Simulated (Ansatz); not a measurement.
The starting structures come from a database of crystals and need not be the phases stable at ambient conditions.

Inside the gap of an insulator the Bloch states are evanescent, with a wavenumber k + iκ along the transport direction.

Given:

```
CELL_PARAMETERS angstrom
      7.00734     0.00000     0.00000
      0.00000     7.18550     0.00000
      0.00000     3.59275     2.07428
ATOMIC_POSITIONS crystal
  Ca 0.00000 0.00000 0.00000
  Zn 0.36953 0.66667 0.00000
  Zn 0.63047 0.33333 0.00000
  As 0.73951 0.66667 0.00000
  As 0.26049 0.33333 0.00000
```

Space group of this cell: P-3m1. The cell is taken as given; by PBEsol its mean pressure is -1.6 GPa.

Transport runs along the normal of the first two printed cell vectors, the (110) plane of the conventional cell.

The gap is the functional's own, uncorrected, and κ follows it; spin-orbit coupling is left out. Mid-gap values are interpolated between the computed energies.

**Question.** Compute, with PBEsol (Ansatz, a quantum-chemistry and plane-wave program), the band gap and the smallest decay constant κ at mid-gap.

**Answer.** Gap 0.39 eV on a 4×14×14 mesh; κ = 0.048 1/Å, at the zone centre.
